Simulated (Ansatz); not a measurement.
Base system: PbZrO3 in the cubic perovskite structure (space group Pm-3m, No. 221; a = 4.1413 Å; a cell from a computed database, its experimental status unchecked).

The change: a hydrostatic pressure of 1.5 GPa.

Levels (all Ansatz, a quantum-chemistry and plane-wave program, PAW): PBEsol (420 eV, no SOC); HSE06 (420 eV, no SOC).

The geometry is relaxed with PBEsol.

- PBEsol band gap = 2.36 eV

How does going to HSE06 change the band gap?

The band gap increases by 1.12 eV, from 2.36 eV to 3.48 eV.

Single points use the geometry relaxed with PBEsol. HSE06 was sampled on its mesh, a few special points and the semilocal edge points, so its gap is an upper bound. With Pb present, leaving out spin-orbit coupling can change the band edges. Load acts through the strain it causes; cell and atoms are relaxed under it. No phonon test of stability was made. Many cubic perovskites are stable only at high temperature; tilts and polar distortions were not tested.
